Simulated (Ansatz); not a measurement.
**Effect of uniaxial strain ε_zz = +2.71 % on Ru**

Start from Ru in the hcp (Mg type) structure (space group P6_3/mmc, No. 194; a = 2.7046 Å, c = 4.2601 Å). Axes: x lies along a and z along c of the hexagonal cell.

Perturbation: uniaxial strain ε_zz = +2.71 %, all other strain components held at zero, atoms relaxed at fixed cell.

All numbers come from r2SCAN (Ansatz, a program for electronic structure, PAW, no SOC). Γ-centred 20×20×11 mesh, Fermi–Dirac width 0.05 eV.

Volume per atom: 13.86 Å³ (base 13.49 Å³)
Space group: P6_3/mmc (No. 194) (base P6_3/mmc (No. 194))
Shortest interatomic distance: 2.688 Å (base 2.641 Å)
Energy relative to the base (free energy F): +20 meV/atom
Pressure (mean of the normal stresses, compression positive): -8.6 GPa (base 0.0 GPa)
Band gap: zero (base zero)
Stress (xx, yy, zz, yz, xz, xy; compression positive): (-4.5, -4.5, -16.8, 0.0, 0.0, 0.0) GPa (rough)

Without a gap, meshes like the base's 20×20×11 leave anisotropic stresses uncertain by several tenths of a GPa, and small strain energies with them. Stability against distortions was not tested. All final runs are without spin polarisation.
